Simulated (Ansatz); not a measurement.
System: CsCl-type LiCl (model structure). Method: PBEsol (plane waves, PAW; Ansatz, a program for electronic structure).

Settings: plane-wave cutoff 500 eV, 10×10×10 k mesh, gaussian smearing 0.02 eV, scalar-relativistic PAW data made under PBE.

Cell (relaxed at this level):

```yaml
crystal:
  lattice:
    - [3.23073, 0.00000, 0.00000]
    - [0.00000, 3.23073, 0.00000]
    - [0.00000, 0.00000, 3.23073]
  atoms:
    - { symbol: Li, position: [0.00000, 0.00000, 0.00000] }
    - { symbol: Cl, position: [0.50000, 0.50000, 0.50000] }
```

### Question
Predict the band gap.

### Answer

* **band gap**: 4.41 eV (on the SCF k mesh)

Note: the relaxation could raise the start's symmetry but not lower it, so the cell can be a saddle point.

The computed numbers hold no vibrational or temperature effects.

A model structure was made by putting elements into a prototype or built by hand; it is no filed structure, need not be a known phase, and can be a saddle point held by its symmetry.
